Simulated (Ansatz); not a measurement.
System: WMo (model structure, Pm-3m, No. 221, 2 atoms in the cell). Method: LDA in Ansatz (plane waves, PAW).

Run with plane-wave cutoff 520 eV, 18×18×18 k mesh, Fermi–Dirac smearing 0.05 eV, no spin polarisation, scalar-relativistic PAW data made under PBE.

Cell (relaxed at this level):

```cif
data_MoW
_chemical_formula_sum 'Mo1 W1'
_space_group_name_H-M_alt 'Pm-3m'
_space_group_IT_number 221
_space_group_name_Hall '-P 4 2 3'
_cell_length_a 3.12277
_cell_length_b 3.12277
_cell_length_c 3.12277
_cell_angle_alpha 90.000
_cell_angle_beta 90.000
_cell_angle_gamma 90.000
loop_
_atom_site_label
_atom_site_type_symbol
_atom_site_symmetry_multiplicity
_atom_site_Wyckoff_symbol
_atom_site_fract_x
_atom_site_fract_y
_atom_site_fract_z
_atom_site_occupancy
Mo1 Mo 1 a 0.00000 0.00000 0.00000 1
W1 W 1 b 0.50000 0.50000 0.50000 1
```

**Question.** Predict the bulk modulus.

**Answer.** 
* **bulk modulus**: 314 GPa

Note: the run has no spin polarisation, so it can have missed a magnetic state; the bulk modulus is −V dP/dV from two relaxed cells at ±2 % in volume; the relaxation could raise the start's symmetry but not lower it, so the cell can be a saddle point.

Spin–orbit coupling is not included.

The computed numbers hold no vibrational or temperature effects.

Computing time: roughly 60 core-seconds.

A model structure was made by putting elements into a prototype or built by hand; it is no filed structure, need not be a known phase, and can be a saddle point held by its symmetry.

Ansatz is a first-principles code.
